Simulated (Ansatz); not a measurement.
# WTe2 (model structure, started from the 2H-MoS2 type, P6₃/mmc, No. 194, 6 atoms in the cell)

Method: PBEsol in Ansatz (PAW).

Numerical settings: plane-wave cutoff 500 eV, 12×12×4 k mesh (along the axes of the cell as run), Fermi–Dirac smearing 0.05 eV, no spin polarisation, scalar-relativistic PAW data made under PBE.

Cell (relaxed at this level):

```xyz
6
Lattice="3.4966 0.0000 0.0000 -1.7483 3.0282 0.0000 0.0000 0.0000 14.0730" Properties=species:S:1:pos:R:3 pbc="T T T"
W      0.0000     2.0188     3.5183
W      1.7483     1.0094    10.5548
Te     0.0000     2.0188     8.7416
Te     1.7483     1.0094     1.7051
Te     1.7483     1.0094     5.3314
Te     0.0000     2.0188    12.3679
```

```json
{
  "band_gap": "0.84 eV (on the SCF k mesh)"
}
```

Note: the relaxation could raise the start's symmetry but not lower it, so the cell can be a saddle point; the cell has widely spaced layers and the level no dispersion term, so their spacing and the moduli can rest on weak binding.

Spin–orbit coupling is not included; with these elements it can move the gap by several tenths of an eV or more.

Computed values are for the static lattice.

A model structure was made by putting elements into a prototype or built by hand; it is no filed structure, need not be a known phase, and can be a saddle point held by its symmetry.

Ansatz is an electronic-structure program.
